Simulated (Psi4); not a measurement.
Psi4 1.11, PBE0/def2-svp, scf_type pk: Ba(Cl)2(NH3)2 ([NH3]->[Ba](<-[NH3])([Cl])[Cl]), 11 atoms. The geometry is a generated start, not checked to be a minimum at this level.

```
Property                                             Value
-------------------------  -------------------------------
task                                                energy
method                                                pbe0
basis                                             def2-svp
memory                                                7 GB
e_convergence                                        1e-08
d_convergence                                        1e-07
guess                       auto, which took SAD (default)
diis_max_vecs                                 10 (default)
scf_initial_accelerator                    adiis (default)
dft_radial_points                             75 (default)
dft_spherical_points                         302 (default)
effective core potentials  those of the basis set, past Kr
basis functions                                        124
grid points                                         237863
```

```xyz
11

Ba    -0.8729    -0.2199     0.1315
Cl     1.7341     0.3628     0.5086
Cl    -2.2098     1.8939     1.1129
N      0.5794    -2.5173     1.2539
H      0.7878    -3.3596     0.7259
H      0.5604    -2.7741     2.2370
H      1.3742    -1.8874     1.1327
N     -0.5298     1.8615    -1.7134
H     -1.0293     2.4831    -1.0815
H     -0.8507     2.0492    -2.6596
H      0.4565     2.1078    -1.6480
```
Charge 0, spin multiplicity 1.

The reference run uses exact four-centre integrals (scf_type = pk). One run each, on a shared machine, so no times are given.

Settings tried, all else as in the reference:
- scf_type = dfdirj+cosx, cosx_radial_points_final = 25, cosx_spherical_points_final = 50
- scf_type = cd, cholesky_tolerance = 1e-05
- scf_type = cd, cholesky_tolerance = 0.01
- scf_type = dfdirj+link
- scf_type = dfdirj+cosx, cosx_radial_points_final = 75, cosx_spherical_points_final = 302
- scf_type = dfdirj+snlink
- scf_type = cd, cholesky_tolerance = 1e-06
- scf_type = mem_df
- scf_type = dfdirj+cosx, cosx_radial_points_final = 50, cosx_spherical_points_final = 194
- scf_type = dfdirj+cosx
- scf_type = cd, cholesky_tolerance = 0.001
- scf_type = cd, cholesky_tolerance = 0.0001 (default)

Which of these stay within 1.0 meV/atom in energy of the reference run?

Within it: scf_type = cd, cholesky_tolerance = 1e-06; scf_type = mem_df; scf_type = dfdirj+cosx, cosx_radial_points_final = 50, cosx_spherical_points_final = 194; scf_type = dfdirj+cosx, cosx_radial_points_final = 75, cosx_spherical_points_final = 302; scf_type = cd, cholesky_tolerance = 1e-05; scf_type = dfdirj+snlink; scf_type = dfdirj+link. At the edge (between 0.75 and 1.33 times the tolerance): scf_type = cd, cholesky_tolerance = 0.0001 (default); scf_type = dfdirj+cosx. Outside: scf_type = cd, cholesky_tolerance = 0.001; scf_type = dfdirj+cosx, cosx_radial_points_final = 25, cosx_spherical_points_final = 50; scf_type = cd, cholesky_tolerance = 0.01.

```csv
setting,energy against the reference
"scf_type = cd, cholesky_tolerance = 1e-06",+0.0027 meV/atom
scf_type = mem_df,−0.017 meV/atom
"scf_type = dfdirj+cosx, cosx_radial_points_final = 50, cosx_spherical_points_final = 194",−0.026 meV/atom
"scf_type = dfdirj+cosx, cosx_radial_points_final = 75, cosx_spherical_points_final = 302",−0.22 meV/atom
"scf_type = cd, cholesky_tolerance = 1e-05",−0.22 meV/atom
scf_type = dfdirj+snlink,−0.23 meV/atom
scf_type = dfdirj+link,−0.23 meV/atom
"scf_type = cd, cholesky_tolerance = 0.0001 (default)",−0.89 meV/atom
scf_type = dfdirj+cosx,−1.0 meV/atom
"scf_type = cd, cholesky_tolerance = 0.001",+1.9 meV/atom
"scf_type = dfdirj+cosx, cosx_radial_points_final = 25, cosx_spherical_points_final = 50",+3.7 meV/atom
"scf_type = cd, cholesky_tolerance = 0.01",+69 meV/atom
```

Total energies are compared; such shifts often cancel in part in energy differences. The DFDIRJ builders fit J, which adds its shift to that of exchange. Psi4 runs the final COSX grid once, on the density of the start grid. Also tried and not ranked: scf_type = direct (same energy as a listed run). The tolerance is a choice made for this comparison.
